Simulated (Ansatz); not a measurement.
Start from ZnSe in the zinc blende structure (space group F-43m, No. 216; a = 5.7330 Å).

The values are results of Ansatz (a first-principles code) PBE, without spin-orbit coupling, earlier PAW set, not measurements.

Before the change:

The gap character is direct at Γ.

The change: the cell is scaled by 1.0087 in all directions; the atoms relax in the strained cell.

What happens to the energy relative to the base, gap character and mean gap deformation potential ΔEg/Δln V?

The energy grows by 2.8 meV/atom; the gap character stays direct at Γ; the mean gap deformation potential ΔEg/Δln V amounts to -3.8 eV.

No phonon test of stability was made.
